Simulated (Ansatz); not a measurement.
Ansatz (an electronic-structure program) run on a (111) slab of LuNi4Sn (cut from a parent of space group no. 216; 12 atoms in the cell): self-consistent single point.

Computed with LDA (PW92), default PAW files made with PBE (plane waves; Ansatz).

```xyz
12
Lattice="4.9681 0.0000 0.0000 2.4840 4.3025 0.0000 0.0000 0.0000 21.6032" Properties=species:S:1:pos:R:3 pbc="T T T"
Lu     0.5434     0.3138    10.5468
Lu     3.0275     1.7479    14.6032
Ni     1.7875     2.4638     9.0248
Ni     3.0275     0.3162     9.0248
Ni     3.0275     1.7479     7.0000
Ni     4.2674     2.4638     9.0248
Ni     4.2716     3.8979    13.0812
Ni     5.5115     1.7503    13.0812
Ni     5.5115     3.1821    11.0564
Ni     6.7514     3.8979    13.0812
Sn     0.5434     0.3138     7.5045
Sn     3.0275     1.7479    11.5609
```

Reference input (self-consistent single point, DFT, LDA (PW92), plane waves, default PAW files made with PBE): basis.ecutwfc = 420 eV; kpoints.mp_grid.grid = 4 4 1; hamiltonian.xc = lda; hamiltonian.pseudopotentials = {kind: paw} (the program's default PAW files); scf.occupations.method = gaussian; scf.occupations.width = 0.1 eV. This run's input differs from it in these lines:

Ansatz 0.2 input:
```diff
@@ -22,3 +22,3 @@
 kpoints:
-  mp_grid: { grid: [4, 4, 1] }
+  mp_grid: { grid: [6, 6, 1] }
 hamiltonian:
```

Output, abridged:

```
SCF iter   1: F=—  HF=-86930.711488 eV  |F-HF|=—  |Δ(HF+E_count)|=         —  Δρ=2.78e-2  dr2=1.44e1  ethr=1.77e-3  ⟨swp⟩=6.3  Hψ=4167  notcnv=0  defer=13
all-band conjugate gradients solve this SCF's bands
preconditioner: auto → LDOS
SCF iter   2: F=—  HF=-86930.600052 eV  |F-HF|=—  |Δ(HF+E_count)|=   1.11e-1  Δρ=2.24e-2  dr2=1.38e0  ethr=1.77e-3  ⟨swp⟩=2.9  Hψ=1461  notcnv=0  defer=90
   [... lines left out ...]
SCF iter  10: F=—  HF=-86930.439033 eV  |F-HF|=—  |Δ(HF+E_count)|=   2.90e-6  Δρ=9.33e-6  dr2=8.30e-7  ethr=7.32e-9  ⟨swp⟩=2.4  Hψ=1354  notcnv=0  defer=85
SCF iter  11: F=—  HF=-86930.439035 eV  |F-HF|=—  |Δ(HF+E_count)|=   2.11e-6  Δρ=1.01e-5  dr2=5.42e-7  ethr=3.74e-10  ⟨swp⟩=2.4  Hψ=1708  notcnv=0  defer=85
SCF iter  12: F=—  HF=-86930.439035 eV  |F-HF|=—  |Δ(HF+E_count)|=   5.64e-8  Δρ=6.89e-6  dr2=2.35e-7  ethr=2.44e-10  ⟨swp⟩=2.0  Hψ=939  notcnv=0  defer=85
SCF iter  13: F=-86930.439035 eV  HF=-86930.439035 eV  |F-HF|=3.28e-8  |Δ(HF+E_count)|=   4.47e-8  Δρ=1.72e-6  dr2=1.43e-8  ethr=4.50e-11  ⟨swp⟩=12.0  Hψ=5621  notcnv=0
SCF 1 converged in 13 iterations: F = -86930.439035 eV  dr2 = 1.43e-8
Free energy (F): -86930.439035 eV
Internal energy: -86930.380704 eV  (E = F + TS)
E sigma→0 (E₀):  -86930.409870 eV
Entropy (-TS):   -0.058332 eV (-4.861 meV/atom)
Fermi energy:    4.194097 eV
--- Forces (eV/Å), atoms counted from 1 ---
  atom   1  Lu     0.00000000     0.00000000    -0.04279305
  atom   2  Lu     0.00000000    -0.00000000    -1.79833364
  atom   3  Ni     0.14204719    -0.08201100    -0.00651504
  atom   4  Ni     0.00000001     0.16402198    -0.00651504
  atom   5  Ni     0.00000000     0.00000000     1.76655397
  atom   6  Ni    -0.14204720    -0.08201098    -0.00651504
  atom   7  Ni    -0.13334026     0.07698405    -0.08145077
  atom   8  Ni    -0.00000001    -0.15396808    -0.08145077
   [... lines left out ...]
  atom  12  Sn    -0.00000000     0.00000000     0.17899021
--- Stress (GPa, compression-positive) ---
       -7.577564       0.000000       0.000000
        0.000000      -7.577564      -0.000000
        0.000000      -0.000000      -5.076279
  P = ⅓ Tr σ = -6.7438 GPa (-67.438 kbar)
  The stress holds the Pulay correction. Without it, at fixed plane waves, as pw.x and ABINIT print it: P = -6.7746 GPa
```

The run converged in 13 iterations. Against the reference run the free energy goes up by 2.1 meV/atom and the largest force goes from 1.777 to 1.798 eV/Å.

The starting cell comes from a database of computed structures (which also holds hypothetical and non-ambient phases and stackings), without a prior relaxation at this level. The slab is cut from that crystal, and its faces are unrelaxed. Its lattice was rescaled by up to half a per cent. Spin-orbit coupling is off. Spin polarisation is off. The two faces of this cut differ, and no dipole correction was used. Forces in this geometry exceed 1 eV/Å.

Cost on one core of a shared machine: roughly 70 s.
